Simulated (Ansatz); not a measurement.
System: interstitial B in fcc Cu (neutral cell). The step: one B atom jumps by itself; the atom moves 2.56 Å along (0.00, -0.50, -0.50) of the unit cell; the moving atom starts with neighbours 6 Cu at 1.97 Å and ends with 6 Cu at 1.97 Å. A PBE band in Ansatz (plane-wave PAW, a 2×2×2 k-point mesh shifted by half a step, 32 host sites, 123 SCF runs with any check of the saddle's order, static, no finite-size correction) gives a forward barrier of 1.00 eV. The program found a first-order saddle point. Sites that were not tried may lie lower.

Single points at the band's start and saddle point can refine it. Rough cost of one point, in units of the band's mean SCF on the same machine:

| Level | Cost of one point |
|---|---|
| PBE, a 4×4×4 k-point mesh shifted by half a step | about 8 |
| r2SCAN at 500 eV, a 2×2×2 k-point mesh shifted by half a step | about 3 |

Which of these move the barrier by more than 0.1 eV, and how far does each move it?

PBE, a 4×4×4 k-point mesh shifted by half a step: +0.18 eV; r2SCAN at 500 eV, a 2×2×2 k-point mesh shifted by half a step: -0.06 eV. Each functional is compared with PBE at the same k-points.

Ansatz is a first-principles code.
